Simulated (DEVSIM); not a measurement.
Device: Co/AlN/n-Ge capacitor, at 400 K.

Layer 1 from the left is AlN, thickness (nm) 5.20. Layer 2 from the left is Ge, thickness (nm) 7200, Nd (cm⁻³) 6.9e15.

Metal gate on the left, work function 5 eV. Fixed charge at the semiconductor interface 2.1e11 cm⁻² (in units of +e); no interface traps.

This is a model device: material constants are rounded textbook-type values typed into the input, and sizes, dopings and lifetimes were drawn at random. Values at 300 K; Nc and Nv go as T^1.5, mobilities as T to minus their exponent, the gap by Varshni's rule with the affinity fixed.

AlN: gap (eV) 6.1, affinity (eV) 1.9, permittivity 8.5. Ge: gap (eV) 0.664, affinity (eV) 4, permittivity 16, Nc (cm⁻³) 1.04e19, Nv (cm⁻³) 6e18, Varshni α (eV/K) 0.000477, Varshni β (K) 235.

**Question.** Estimate by hand the flat-band voltage, the threshold voltage, and compare with a numerical solution.

**Answer.** 
- Flat-band voltage: C = 1.45 μF/cm², work-function difference 0.734 V; VFB = φms − qNf/C = 0.71 V; numerical 0.71 V.
- Threshold voltage: φF = 0.056 V, depletion charge √(4εqNφF) = 1.87e-8 C/cm²; VT = VFB − 2φF − Qd/C = 0.59 V; numerical 0.59 V.

DEVSIM, 1D Poisson equation in equilibrium, Boltzmann statistics, complete ionisation; no quantum confinement or tunnelling. Metal contacts follow the ideal Schottky-Mott rule: no Fermi-level pinning, no interface dipoles.
